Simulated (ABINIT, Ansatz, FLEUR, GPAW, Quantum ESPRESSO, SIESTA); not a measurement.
NbFeB (P-6m2, 3 atoms in the cell) computed with different codes at matched settings

Self-consistent single point, at a second geometry (lattice scaled by 0.98). First geometry:

```xyz
3
Lattice="3.6850 0.0000 0.0000 -1.8425 3.1913 0.0000 0.0000 0.0000 2.9580" Properties=species:S:1:pos:R:3 pbc="T T T"
Nb     0.0000     0.0000     0.0000
Fe     0.0000     2.1276     1.4790
B      1.8425     1.0638     1.4790
```

Shared settings, as Ansatz (an electronic-structure program) writes them: kpoints.mp_grid.grid = 14 14 15; scf.occupations.method = fermi_dirac; scf.occupations.width = 0.01 Ry. Potentials and cutoffs stand in the table.

| code | model | ΔF from the first geometry (meV/atom) | pressure (GPa) | cutoff |
|---|---|---|---|---|
| Ansatz | PBEsol, PAW files made with PBE | -6.9 | 6.51 | default |
| FLEUR | PBEsol, all-electron FLAPW (FLEUR), scalar-relativistic valence | -1.6 | – | Kmax 4.4 1/bohr |
| GPAW | PBEsol, GPAW PAW datasets PBEsol (made by gpaw-setup) | -4.7 | – | 900 eV |
| Quantum ESPRESSO | PBEsol, GBRV 1.5 ultrasoft (PBESOL) pseudopotentials | -7.7 | 6.19 | 50 Ry |
| SIESTA | GGA PBEsol, numerical atomic orbitals TZP, PseudoDojo PBEsol standard norm-conserving potentials (rewritten from UPF to PSML) | -9.2 | 6.40 | grid 300 Ry |
| ABINIT | PBEsol, PAW (JTH v2.0 PBE PAW, files made for PBE) | -7.3 | 6.34 | 30 Ha |

A dash marks a value that a program does not give, or that is left out as unsure.

On Ansatz's run: spin polarisation is off.

The spread over the programs that give each value: ΔF from the first geometry within 7.6 meV/atom; pressure within 0.32 GPa.

SIESTA uses small atom-centred bases, whose incompleteness enters pressures, forces and empty levels differently from a plane-wave cutoff. FLEUR treats all electrons, but the usual bases taken here (sphere radii, linearisation, local orbitals, empty states) were not tested for convergence, so the values are no reference for the others. Ansatz's pressure is given at a fixed set of plane waves, as the other plane-wave codes print theirs; with its correction for the finite basis it is 6.62 GPa. The pressure of GPAW is left out: its cutoff lies under the one at which its stress was checked.

The starting cell comes from a database of computed structures (which also holds hypothetical and non-ambient phases and stackings), without a prior relaxation at this level. For this run, on top of that: lattice scaled by 0.98.

Keys are those of Ansatz 0.2.
